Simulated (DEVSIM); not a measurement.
Device: abrupt In0.53Ga0.47As p-n junction, at 300 K.

Layer 1 from the left is In0.53Ga0.47As, thickness (μm) 8.70, Na (cm⁻³) 3.2e16, τn (s) 1.1e-8, τp (s) 1.1e-8. Layer 2 from the left is In0.53Ga0.47As, thickness (μm) 0.110, Nd (cm⁻³) 1.2e15, τn (s) 1.1e-8, τp (s) 1.1e-8.

Left contact: ohmic. Right contact: ohmic. Voltage is applied to the left contact. Recombination: SRH at mid-gap, radiative, Auger. Mobility is constant in doping.

Constants are typed, rounded textbook-type inputs, not results; the design itself was drawn at random and stands for no fabricated device. Values at 300 K.

In0.53Ga0.47As: gap (eV) 0.74, affinity (eV) 4.51, permittivity 13.9, Nc (cm⁻³) 2.1e17, Nv (cm⁻³) 7.7e18, μn (cm²/Vs) 12000, μp (cm²/Vs) 300, B (cm³/s) 9.6e-11, Cn (cm⁶/s) 5e-29, Cp (cm⁶/s) 5e-29.

DEVSIM, 1D drift-diffusion, Boltzmann statistics, complete ionisation; no tunnelling, impact ionisation, image-force lowering or self-heating.

Q: What does the simulation give for the potential step across the device at zero bias, the dark forward voltage at 100 A/cm², the dark forward voltage at 1 A/cm²?

A: potential step across the device at zero bias 0.465 V; dark forward voltage at 100 A/cm² 0.398 V; dark forward voltage at 1 A/cm² 0.202 V.
